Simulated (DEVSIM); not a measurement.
Structure: Si p+/n-/n+ power diode, at 300 K.

| layer (left to right) | material | thickness (μm) | Nd (cm⁻³) | Na (cm⁻³) | τn (s) | τp (s) |
|---|---|---|---|---|---|---|
| 1 | Si | 1.60 | - | 2e18 | 6.8e-5 | 6.8e-5 |
| 2 | Si | 14.0 | 2e15 | - | 6.8e-5 | 6.8e-5 |
| 3 | Si | 1.00 | 3.9e18 | - | 6.8e-5 | 6.8e-5 |

Left contact: ohmic. Right contact: ohmic. Voltage is applied to the left contact. Recombination: SRH at mid-gap, Auger. Mobility is constant in doping.

This is a model device: material constants are rounded textbook-type values typed into the input, and sizes, dopings and lifetimes were drawn at random. Values at 300 K.

| parameter | Si |
|---|---|
| gap (eV) | 1.124 |
| affinity (eV) | 4.05 |
| permittivity | 11.7 |
| Nc (cm⁻³) | 2.86e19 |
| Nv (cm⁻³) | 3.1e19 |
| μn (cm²/Vs) | 1417 |
| μp (cm²/Vs) | 470 |
| Cn (cm⁶/s) | 2.8e-31 |
| Cp (cm⁶/s) | 9.9e-32 |

Simulated with DEVSIM: 1D drift-diffusion, Boltzmann statistics, complete ionisation; no tunnelling, impact ionisation, image-force lowering or self-heating.

Question: Tabulate band edges, carrier densities and field at zero bias.

Answer: Energies count from the Fermi level of the right contact; mesh points crowd at the junctions.

```csv
x (μm),Ec (eV),Ev (eV),n (cm⁻³),p (cm⁻³),field (V/cm)
0.000,1.053,-0.071,< 1e2,2.0e18,≈ 0
0.04734,1.053,-0.071,< 1e2,2.0e18,≈ 0
0.1851,1.053,-0.071,< 1e2,2.0e18,≈ 0
0.5625,1.053,-0.071,< 1e2,2.0e18,≈ 0
1.341,1.053,-0.071,< 1e2,2.0e18,≈ 0
1.527,1.053,-0.071,< 1e2,2.0e18,≈ 0
1.591,1.051,-0.073,< 1e2,1.9e18,-6100
1.648,0.884,-0.240,41000,2.9e15,-20000
1.793,0.635,-0.489,6.2e8,1.9e11,-15000
2.226,0.273,-0.851,7.5e14,150000,-2400
3.525,0.247,-0.877,2.0e15,58000,≈ 0
9.407,0.247,-0.877,2.0e15,58000,≈ 0
13.55,0.247,-0.877,2.0e15,58000,≈ 0
14.93,0.247,-0.877,2.0e15,58000,≈ 0
15.46,0.232,-0.892,3.7e15,32000,-1900
15.57,0.178,-0.946,2.9e16,4000,-13000
15.61,0.053,-1.071,3.7e18,< 1e2,-5500
15.67,0.052,-1.073,3.9e18,< 1e2,≈ 0
15.94,0.052,-1.073,3.9e18,< 1e2,≈ 0
16.35,0.052,-1.073,3.9e18,< 1e2,≈ 0
16.53,0.052,-1.073,3.9e18,< 1e2,≈ 0
16.60,0.052,-1.073,3.9e18,< 1e2,≈ 0
```
